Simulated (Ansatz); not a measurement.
**Zinc-blende KH (model structure)**

These are HSE06 (plane waves, PAW; Ansatz, a quantum-chemistry and plane-wave program) values and carry that method's errors.

Settings: plane-wave cutoff 500 eV, 6×6×6 k mesh, gaussian smearing 0.02 eV, scalar-relativistic PAW data made under PBE.

Cell (relaxed at this level):

Space group F-43m (No. 216); a = b = c = 6.200 Å, α = β = γ = 90.00°

```
atom  site  symmetry       x       y       z
----  ----  --------  ------  ------  ------
K       4a      -43m  0.0000  0.0000  0.0000
H       4d      -43m  0.7500  0.7500  0.7500
```
(The calculation used a cell of 2 atoms; values per cell refer to that cell.)

```yaml
band_gap: 4.60 eV (on the SCF k mesh)
```

Note: the relaxation could raise the start's symmetry but not lower it, so the cell can be a saddle point.

Computing time: around 2.6 core-minutes (rough).

A model structure was made by putting elements into a prototype or built by hand; it is no filed structure, need not be a known phase, and can be a saddle point held by its symmetry.
